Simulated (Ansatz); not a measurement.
Take PbTe in the zinc blende structure (space group F-43m, No. 216; a = 7.2853 Å; a hypothetical phase, not in the database extracts checked) as the base.

It is then changed as follows: a negative pressure, −1 GPa.

Levels (all Ansatz, an electronic-structure program, PAW, earlier PAW set): r2SCAN (500 eV, without spin-orbit coupling); HSE06 (420 eV, no spin-orbit coupling); HSE06+SOC (420 eV, with spin-orbit coupling).

One geometry, relaxed with r2SCAN, under each level:

| level | band gap | lowest conduction level above the VBM at special points |
|---|---|---|
| r2SCAN | 0.84 eV | X 0.84 eV; U 1.76 eV; K 1.76 eV; Γ 1.77 eV |
| HSE06 | … | … |
| HSE06+SOC | 0.58 eV | X 0.71 eV; U 1.33 eV; K 1.33 eV; Γ 0.58 eV |

Task: Give the withheld HSE06 results.

Result: 
- HSE06, band gap: 1.07 eV
- HSE06, lowest conduction level above the VBM at special points: X 1.07 eV; U 2.01 eV; K 2.01 eV; Γ 2.02 eV

Single points use the geometry relaxed with r2SCAN. Their cutoffs differ, which shifts pressures a little. The hybrid gap comes from the SCF mesh plus the semilocal run's edge points and a few special points and is an upper bound. Differences between runs with and without spin-orbit coupling are approximate. Spin-orbit coupling, missing from the scalar runs, can matter with Pb and Te. Load acts through the strain it causes; cell and atoms are relaxed under it. No phonon test of stability was made.
